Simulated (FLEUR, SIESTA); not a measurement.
A FLEUR input for a self-consistent single point of HfTeS (P3m1, 3 atoms in the cell) (DFT, PBEsol, all-electron FLAPW (FLEUR), scalar-relativistic valence):

Input of the input generator:

```
HfTeS crystal
&input film=f /
7.2100232558 0.0000000013 0.0000000000
-3.6050116290 6.2440633008 0.0000000000
0.0000000000 0.0000000000 12.4837575464
1.0
1.0 1.0 1.0

3
72 0.3333333333 0.6666666667 0.0298600000
52 -0.0000000000 0.0000000000 0.7474300000
16 0.6666666667 0.3333333333 0.2227100000

&comp jspins=1 /
&exco xctyp='PBEs' /
&kpt div1=8 div2=8 div3=4 gamma=t /
&end /
```

```xml
<?xml version="1.0" encoding="UTF-8" standalone="no"?>
<fleurInput fleurInputVersion="0.39">
   <comment>
      HfTeS crystal                                                                                       
   </comment>
   <calculationSetup>
      <cutoffs Kmax="4.5" Gmax="18.0" GmaxXC="18.0" numbands="0"/>
      <scfLoop itmax="80" minDistance="0.00001" maxIterBroyd="40" imix="Anderson" alpha="0.05" precondParam="0.0" spinf="2.0"/>
      <coreElectrons ctail="T" frcor="F" kcrel="0" coretail_lmax="0"/>
      <xcFunctional name="PBEs" relativisticCorrections="F"/>
      <magnetism jspins="1"/>
      <soc l_soc="F" theta="0.0" phi="0.0" spav="F"/>
      <expertModes spex="0" secvar="F"/>
      <geometryOptimization l_f="T" forcealpha="1.0" forcemix="BFGS" epsdisp="0.00001" epsforce="0.00001"/>
      <ldaU l_linMix="F" mixParam="0.05" spinf="1.0"/>
   </calculationSetup>
   <cell>
      <bzIntegration valenceElectrons="48.0" mode="gauss" fermiSmearingEnergy="0.00499791">
         <kPointListSelection listName="default-1"/>
         <!-- k-points included here -->
         <xi:include xmlns:xi="http://www.w3.org/2001/XInclude" href="kpts.xml"> </xi:include>
      </bzIntegration>
      <!-- symmetry operations included here -->
      <xi:include xmlns:xi="http://www.w3.org/2001/XInclude" href="sym.xml"> </xi:include>
      <bulkLattice scale="1.0">
         <bravaisMatrix>
            <row-1>    7.2100232558000004     0.0000000013000000     0.0000000000000000</row-1>
            <row-2>   -3.6050116289999998     6.2440633007999997     0.0000000000000000</row-2>
            <row-3>    0.0000000000000000     0.0000000000000000    12.4837575463999997</row-3>
         </bravaisMatrix>
      </bulkLattice>
   </cell>
   <atomSpecies>
      <species name="Hafnium (Hf)" element="Hf" atomicNumber="72">
         <mtSphere radius="2.68" gridPoints="925" logIncrement="0.014"/>
         <atomicCutoffs lmax="10" lnonsphr="8"/>
         <electronConfig flipSpins="F">
            <coreConfig>(1s1/2) (2s1/2) (2p1/2) (2p3/2) (3s1/2) (3p1/2) (3p3/2) (4s1/2) (3d3/2) (3d5/2) (4p1/2) (4p3/2) (4d3/2) (4d5/2)</coreConfig>
            <valenceConfig>(5s1/2) (5p1/2) (5p3/2) (6s1/2) (4f5/2) (4f7/2) (5d3/2) (5d5/2)</valenceConfig>
            <stateOccupation state="(5d3/2)" spinUp="0.4" spinDown="0.4"/>
            <stateOccupation state="(5d5/2)" spinUp="0.6" spinDown="0.6"/>
         </electronConfig>
         <energyParameters s="6" p="6" d="5" f="5"/>
         <lo type="SCLO" l="0" n="5" eDeriv="0"/>
         <lo type="SCLO" l="1" n="5" eDeriv="0"/>
         <lo type="SCLO" l="3" n="4" eDeriv="0"/>
      </species>
      <species name="Tellurium (Te)" element="Te" atomicNumber="52">
         <mtSphere radius="2.41" gridPoints="833" logIncrement="0.016"/>
         <atomicCutoffs lmax="10" lnonsphr="8"/>
         <electronConfig flipSpins="F">
            <coreConfig>(1s1/2) (2s1/2) (2p1/2) (2p3/2) (3s1/2) (3p1/2) (3p3/2) (4s1/2) (3d3/2) (3d5/2) (4p1/2) (4p3/2)</coreConfig>
            <valenceConfig>(5s1/2) (4d3/2) (4d5/2) (5p1/2) (5p3/2)</valenceConfig>
            <stateOccupation state="(5p1/2)" spinUp="0.6666666666667" spinDown="0.6666666666667"/>
            <stateOccupation state="(5p3/2)" spinUp="1.3333333333333" spinDown="1.3333333333333"/>
         </electronConfig>
         <energyParameters s="5" p="5" d="5" f="4"/>
         <lo type="SCLO" l="2" n="4" eDeriv="0"/>
      </species>
      <species name="Sulfur (S)" element="S" atomicNumber="16">
         <mtSphere radius="1.77" gridPoints="613" logIncrement="0.019"/>
         <atomicCutoffs lmax="8" lnonsphr="6"/>
         <electronConfig flipSpins="F">
            <coreConfig>(1s1/2) (2s1/2) (2p1/2) (2p3/2)</coreConfig>
            <valenceConfig>(3s1/2) (3p1/2) (3p3/2)</valenceConfig>
            <stateOccupation state="(3p1/2)" spinUp="0.6666666666667" spinDown="0.6666666666667"/>
            <stateOccupation state="(3p3/2)" spinUp="1.3333333333333" spinDown="1.3333333333333"/>
         </electronConfig>
         <energyParameters s="3" p="3" d="3" f="4"/>
      </species>
   </atomSpecies>
   <atomGroups>
      <atomGroup species="Hafnium (Hf)">
         <relPos label="                   1">1.000/3.000 -1.000/3.000 .0298600000</relPos>
         <force calculate="T" relaxXYZ="TTT"/>
      </atomGroup>
      <atomGroup species="Tellurium (Te)">
         <relPos label="                   2">.0000000000 .0000000000 -.2525700000</relPos>
         <force calculate="T" relaxXYZ="TTT"/>
      </atomGroup>
      <atomGroup species="Sulfur (S)">
         <relPos label="                   3">-1.000/3.000 1.000/3.000 .2227100000</relPos>
         <force calculate="T" relaxXYZ="TTT"/>
      </atomGroup>
   </atomGroups>
   <output dos="F" band="F" slice="F">
      <checks vchk="F" cdinf="F"/>
      <bandDOS minEnergy="-.5*Htr" maxEnergy="0.5*Htr" sigma="0.015" storeEVData="T"/>
      <vacuumDOS vacdos="F" integ="F" star="F" nstars="0" locx1="0.0" locy1="0.0" locx2="0.0" locy2="0.0" nstm="0" tworkf="0.0"/>
      <unfoldingBand unfoldBand="F" supercellX="1" supercellY="1" supercellZ="1"/>
      <plotting iplot="0" polar="F">
         <plot TwoD="T" vec1="  1.0  0.0  0.0" vec2="  0.0  1.0  0.0" vec3="  0.0  0.0  1.0" zero="  0.0  0.0  0.0" file="plot"/>
      </plotting>
      <chargeDensitySlicing numkpt="0" minEigenval="0.0" maxEigenval="0.0" nnne="0" pallst="F"/>
      <specialOutput eonly="F"/>
      <magneticCircularDichroism mcd="F" energyLo="-10.0" energyUp="0.0"/>
   </output>
  <!-- We include the file relax.xml here to enable relaxations (see documentation) -->
  <xi:include xmlns:xi="http://www.w3.org/2001/XInclude" href="relax.xml"> <xi:fallback/> </xi:include>
</fleurInput>
```

Task: Give the SIESTA input for the same structure, mesh, smearing and functional.

Result: One input that does it (others would too):

```
# files in the folder: Hf.psml Te.psml S.psml (PseudoDojo PBEsol standard)
SystemName  HfTeS
SystemLabel HfTeS

NumberOfAtoms                3
NumberOfSpecies              3
%block ChemicalSpeciesLabel
  1 72 Hf
  2 52 Te
  3 16 S
%endblock ChemicalSpeciesLabel
LatticeConstant              1.0 Bohr
%block LatticeVectors
     7.210023261    0.000000000    0.000000000
    -3.605011631    6.244063297    0.000000000
     0.000000000    0.000000000   12.483757546
%endblock LatticeVectors
AtomicCoordinatesFormat      Ang
%block AtomicCoordinatesAndAtomicSpecies
    -0.000001908    2.202811768    0.197258743  1
     0.000000000    0.000000000    4.937612272  2
     1.907691908    1.101404232    1.471248985  3
%endblock AtomicCoordinatesAndAtomicSpecies

XC.functional                GGA
XC.authors                   PBEsol
PAO.BasisSize                DZP
PAO.EnergyShift              0.005 Ry
MeshCutoff                   300 Ry
%block kgrid.MonkhorstPack
    8   0   0  0.0
    0   8   0  0.0
    0   0   4  0.0
%endblock kgrid.MonkhorstPack
OccupationFunction           MP
OccupationMPOrder            0
ElectronicTemperature        136.0 meV

MaxSCFIterations             150
SCF.Mixer.Method             Broyden
SCF.Mixer.Weight             0.25
SCF.Mixer.History            6
SCF.DM.Tolerance             1.0E-04
Diag.ParallelOverK           true
WriteForces                  true
Charge.Mulliken              end
```

Basis settings and potentials, where a program has them, do not carry over. This input uses DFT, GGA PBEsol, numerical atomic orbitals DZP, PseudoDojo PBEsol standard norm-conserving potentials (rewritten from UPF to PSML).

The starting cell comes from a database of computed structures (which also holds hypothetical and non-ambient phases and stackings), without a prior relaxation at this level.
